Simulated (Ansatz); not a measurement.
An Ansatz (a program for electronic structure) run: C with a change (uniaxial strain ε_zz = +2.00 %); Kohn–Sham DFT with the PBEsol functional, run in Ansatz with PAW and 420 eV plane waves, without spin-orbit coupling.

Input:

Ansatz 0.2 input:
```yaml
crystal:
  lattice:
    - [0, 1.7768971667, 1.81243511]
    - [1.7768971667, 0, 1.81243511]
    - [1.7768971667, 1.7768971667, 0]
  atoms:
    - { symbol: C, position: [0, 0, 0] }
    - { symbol: C, position: [0.25, 0.25, 0.25] }
basis: { ecutwfc: 420, ecutrho_ratio: 4, xc_grid: 2, fft_grid_basis: typed }
kpoints: { mp_grid: { grid: [16, 16, 16] } }
hamiltonian:
  xc: pbesol
  dispersion: none
  pseudopotentials: { kind: paw }
scf: { occupations: { method: fermi_dirac, width: 0.05 }, convergence: { dr2_threshold: 0.0000000002 } }
relax: { f_tol: 0.005, max_steps: 50 }
output: { forces: true, stress: true }
checkpoint: { write: state.ck, write_every: 1000 }
```

Output (explanatory and most iteration lines left out):

```
Relaxation: its limit of steps is 50 (relax.max_steps)
Pseudopotential: C, paw, valence charge 4
Crystal: 2 atoms, lattice volume = 11.445 Å³
Basis set: ecut = 420 eV, 231 PW (Γ), exchange–correlation on 36×36×36 points (8 copies of the dense FFT grid, shifted against one another)
Bands: 8, of which v1, the nominal top of the filled ones, is band 4 counted from 1 (3 counted from 0)
Symmetry: 16 space group operations
Space group: I41/amd (ITA 141), of the structure as read, at distance tolerance 2.3e-5 Å
k-points: 349 of 4096
Functional: x = pbesol(κ = 0.804, μ = 0.12345679012345678), c = pbesol(β = 0.046)
SCF iter   1: F=—  HF=-493.321858 eV  |F-HF|=—  |Δ(HF+E_count)|=         —  Δρ=5.04e-3  dr2=2.42e-3  ethr=1.77e-3  ⟨swp⟩=4.8  Hψ=18103  notcnv=0
SCF iter   2: F=—  HF=-493.321240 eV  |F-HF|=—  |Δ(HF+E_count)|=   6.18e-4  Δρ=2.02e-3  dr2=3.85e-4  ethr=3.03e-5  ⟨swp⟩=1.1  Hψ=5661  notcnv=0
SCF 1 converged in 6 iterations: F = -493.321178 eV  dr2 = 4.11e-14
relax step   1: F+E_penalty+E_count = -493.32117835 eV  Δ(F+E_penalty+E_count) = +0.000e0 eV  max|allowed force component| = 0.000e0 eV/Å  Δτ_max = 0.0000 Å  (6 SCF iters, accepted)
SCF converged after 6 iterations
Free energy (F): -493.321178 eV
Internal energy: -493.321178 eV  (E = F + TS)
E sigma→0 (E₀):  -493.321178 eV
Fermi energy:    15.081714 eV
--- Forces (eV/Å), atoms counted from 1 ---
  atom   1  C      0.00000000    -0.00000000     0.00000000
  atom   2  C      0.00000000    -0.00000000     0.00000000
--- Stress (GPa, compression-positive) ---
       -2.439042       0.000000       0.000000
        0.000000      -2.439042       0.000000
        0.000000       0.000000     -20.854227
  P = ⅓ Tr σ = -8.5774 GPa (-85.774 kbar)
--- Relaxed structure (1 steps of the walk, 1 accepted, 0 SCFs on fresh bases) ---
  atoms:
    - { symbol: C, position: [0.0, 0.0, 0.0] }
    - { symbol: C, position: [0.25, 0.25, 0.25] }
```

Whether these cells are dynamically stable was not tested. The cell was made from C in the diamond structure (space group Fd-3m, No. 227) by this change: uniaxial strain ε_zz = +2.00 %.
